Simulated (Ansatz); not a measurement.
Here is the system:

```yaml
crystal:
  lattice:
    - [0.00000, 3.27102, 3.27102]
    - [3.27102, 0.00000, 3.27102]
    - [3.27102, 3.27102, 0.00000]
  atoms:
    - { symbol: Rb, position: [0.00000, 0.00000, 0.00000] }
    - { symbol: Cl, position: [0.50000, 0.50000, 0.50000] }
```

No spin polarisation.

Method: Ansatz (a quantum-chemistry and plane-wave program) PBEsol, no SOC. k-mesh 9×9×9 (Γ-centred); smearing 0.05 eV (Fermi–Dirac).

Problem. Predict the gap character and band gap.

Solution. 
- Gap character = direct at Γ
- Band gap = 4.90 eV

Whether these cells are dynamically stable was not tested. The cell was made from NaCl by this change: Na → Rb.
